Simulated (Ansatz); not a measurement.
Abridged Ansatz (a quantum-chemistry and plane-wave program) output:

```
Pseudopotential: Nb, paw, valence charge 13
Pseudopotential: Ir, paw, valence charge 17
Crystal: 8 atoms, lattice volume = 133.551 Å³
Basis set: ecut = 420 eV, 2553 PW (Γ), exchange–correlation on 72×72×72 points (8 copies of the dense FFT grid, shifted against one another)
Bands: 68, of which v1, the nominal top of the filled ones, is band 56 counted from 1 (55 counted from 0)
Symmetry: 48 space group operations
k-points: 35 of 729
Functional: x = pbesol(κ = 0.804, μ = 0.12345679012345678), c = pbesol(β = 0.046)
SCF iter   1: F=—  HF=-50574.252233 eV  |F-HF|=—  |Δ(HF+E_count)|=         —  Δρ=1.11e-2  dr2=2.17e-1  ethr=1.77e-3  ⟨swp⟩=4.3  Hψ=7470  notcnv=0  defer=20
SCF iter   2: F=—  HF=-50574.230030 eV  |F-HF|=—  |Δ(HF+E_count)|=   2.22e-2  Δρ=5.44e-3  dr2=4.75e-2  ethr=1.94e-4  ⟨swp⟩=1.8  Hψ=2838  notcnv=0  defer=37
SCF 1 converged in 7 iterations: F = -50574.223047 eV  dr2 = 1.32e-10
SCF converged after 7 iterations
Free energy (F): -50574.223047 eV
Internal energy: -50574.176856 eV  (E = F + TS)
E sigma→0 (E₀):  -50574.199951 eV
Entropy (-TS):   -0.046191 eV (-5.774 meV/atom)
Fermi energy:    19.999280 eV
--- Forces (eV/Å), atoms counted from 1 ---
  atom   1  Nb    -0.00000000    -0.00000000     0.00000000
  atom   2  Nb     0.00000000    -0.00000000     0.00000000
  atom   3  Nb     0.00000000    -0.00000000     0.00000000
  atom   4  Nb    -0.00000000     0.00000000     0.00000000
  atom   5  Nb    -0.00000000     0.00000000    -0.00000000
  atom   6  Nb    -0.00000000     0.00000000     0.00000000
  atom   7  Ir     0.00000000    -0.00000000    -0.00000000
  atom   8  Ir     0.00000000    -0.00000000    -0.00000000
--- Stress (GPa, compression-positive) ---
       -0.000208       0.000000       0.000000
        0.000000      -0.000208       0.000000
        0.000000       0.000000      -0.000208
  P = ⅓ Tr σ = -0.0002 GPa (-0.002 kbar)
```

Q: What was computed, and what are the main results?

A: Nb3Ir, 8 atoms in the cell, with plane-wave PAW DFT at the PBEsol level (Ansatz, 420 eV), without spin-orbit coupling. The last SCF converged to F = -50574.223047 eV, or -6321.7779 eV per atom, at a pressure of 0.00 GPa. The total energy compares only with runs of the same code, potentials and settings.

Stability against distortions was not tested. The final runs are not spin-polarised. The cell is Nb$_{3}$Ir in the A15 (Cr3Si type) structure (space group Pm-3n, No. 223).
